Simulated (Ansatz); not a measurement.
Input and output of a self-consistent single point for Be₃Rh (P6_3/mmc, 8 atoms in the cell) (Ansatz, an electronic-structure program).

Method of the run: PBEsol, PAW files made with PBE (plane waves; Ansatz).

```
Be3Rh
1.0
    4.79878     0.00000     0.00000
   -2.39939     4.15587     0.00000
    0.00000     0.00000     3.73551
Be Rh
6 2
Direct
  0.16015   0.32031   0.25000
  0.83984   0.67969   0.75000
  0.83984   0.16015   0.75000
  0.16015   0.83984   0.25000
  0.67969   0.83984   0.25000
  0.32031   0.16015   0.75000
  0.33333   0.66667   0.75000
  0.66667   0.33333   0.25000
```

Reference input (self-consistent single point, DFT, LDA (PW92), plane waves, PAW files made with PBE): kpoints.mp_grid.grid = 11 11 12; hamiltonian.xc = lda; hamiltonian.pseudopotentials = {kind: paw} (the program's default PAW files); scf.occupations.method = fermi_dirac; scf.occupations.width = 0.1 eV. This run's input differs from it in these lines:

Ansatz 0.2 input:
```diff
@@ -19,3 +19,3 @@
 hamiltonian:
-  xc: lda
+  xc: pbesol
   pseudopotentials:
```

Log, with long lists cut:

```
SCF iter   1: F=—  HF=-13229.151551 eV  |F-HF|=—  |Δ(HF+E_count)|=         —  Δρ=1.74e-1  dr2=3.69e1  ethr=3.10e-3  ⟨swp⟩=6.8  Hψ=16472  notcnv=0  defer=21
all-band conjugate gradients solve this SCF's bands
preconditioner: auto → Kerker (q_TF=auto, 2.518 Å⁻¹)
SCF iter   2: F=—  HF=-13224.316027 eV  |F-HF|=—  |Δ(HF+E_count)|=    4.84e0  Δρ=6.97e-2  dr2=6.44e0  ethr=3.10e-3  ⟨swp⟩=2.0  Hψ=7519  notcnv=0  defer=99
   [... lines left out ...]
SCF iter   5: F=—  HF=-13223.280212 eV  |F-HF|=—  |Δ(HF+E_count)|=   1.54e-4  Δρ=3.60e-4  dr2=2.08e-4  ethr=1.85e-6  ⟨swp⟩=2.6  Hψ=5452  notcnv=0  defer=122
SCF iter   6: F=—  HF=-13223.280145 eV  |F-HF|=—  |Δ(HF+E_count)|=   6.70e-5  Δρ=6.41e-5  dr2=8.86e-6  ethr=4.53e-7  ⟨swp⟩=2.2  Hψ=4928  notcnv=0  defer=122
SCF iter   7: F=—  HF=-13223.280135 eV  |F-HF|=—  |Δ(HF+E_count)|=   1.08e-5  Δρ=1.39e-5  dr2=1.49e-7  ethr=1.93e-8  ⟨swp⟩=2.2  Hψ=4847  notcnv=0  defer=122
SCF iter   8: F=-13223.280135 eV  HF=-13223.280135 eV  |F-HF|=2.76e-10  |Δ(HF+E_count)|=   1.72e-8  Δρ=1.38e-6  dr2=1.09e-9  ethr=2.17e-10  ⟨swp⟩=9.6  Hψ=14600  notcnv=0
SCF 1 converged in 8 iterations: F = -13223.280135 eV  dr2 = 1.09e-9
Free energy (F): -13223.280135 eV
Internal energy: -13223.203739 eV  (E = F + TS)
E sigma→0 (E₀):  -13223.241937 eV
Entropy (-TS):   -0.076395 eV (-9.549 meV/atom)
Fermi energy:    13.207938 eV
--- Forces (eV/Å), atoms counted from 1 ---
  atom   1  Be    -0.00000000     0.04876319     0.00000000
  atom   2  Be     0.00000000    -0.04876319     0.00000000
  atom   3  Be    -0.04223016     0.02438159     0.00000000
  atom   4  Be     0.04223016    -0.02438159     0.00000000
  atom   5  Be    -0.04223016    -0.02438160     0.00000000
  atom   6  Be     0.04223016     0.02438160     0.00000000
  atom   7  Rh    -0.00000000    -0.00000000     0.00000000
  atom   8  Rh    -0.00000000     0.00000000     0.00000000
--- Stress (GPa, compression-positive) ---
       -1.504204       0.000000       0.000000
        0.000000      -1.504204       0.000000
        0.000000       0.000000      -1.258282
  P = ⅓ Tr σ = -1.4222 GPa (-14.222 kbar)
  The stress holds the Pulay correction. Without it, at fixed plane waves, as pw.x and ABINIT print it: P = -1.4669 GPa
```

The run converged in 8 iterations. Against the reference run the pressure goes from -6.34 to -1.42 GPa and the largest force goes from 0.087 to 0.049 eV/Å.

The starting cell comes from a database of computed structures (which also holds hypothetical and non-ambient phases and stackings), without a prior relaxation at this level. Its lattice was rescaled by a random factor within 2.5 % of one. Spin polarisation is off. Ansatz's pressure includes its estimate of the finite-basis (Pulay) stress.
